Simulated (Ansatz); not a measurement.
## AlOs: pressure series

The reference is AlOs in the CsCl type structure (space group Pm-3m, No. 221; a cell from a computed database, its experimental status unchecked).

```
CELL_PARAMETERS angstrom
      2.99276     0.00000     0.00000
      0.00000     2.99276     0.00000
      0.00000     0.00000     2.99276
ATOMIC_POSITIONS crystal
  Al 0.00000 0.00000 0.00000
  Os 0.50000 0.50000 0.50000
```

Cell and atoms are relaxed at each pressure.

Calculations: Ansatz (a first-principles code), PBEsol, PAW, cutoff 420 eV, no spin-orbit coupling.

| P (GPa) | V (Å³/atom) |
|---|---|
| -2.00 | 13.512 |
| -1.00 | 13.457 |
| 0.30 | 13.387 |
| 0.70 | 13.365 |
| 1.50 | 13.324 |
| 2.99 | 13.248 |
| 4.99 | 13.150 |
| 7.50 | 13.032 |
| 10.00 | 12.919 |

Question: Fit a third-order Birch–Murnaghan equation of state.

Answer: Least squares on P(V) = (3B₀/2)[(V₀/V)^(7/3) − (V₀/V)^(5/3)]·[1 + (3/4)(B₀′ − 4)((V₀/V)^(2/3) − 1)] gives V₀ = 13.40 Å³/atom, B₀ = 251 GPa and B₀′ = 4.4.

Load acts through the strain it causes; cell and atoms are relaxed under it. Stability against distortions was not tested. No other phases were tried under pressure. All final runs are without spin polarisation.
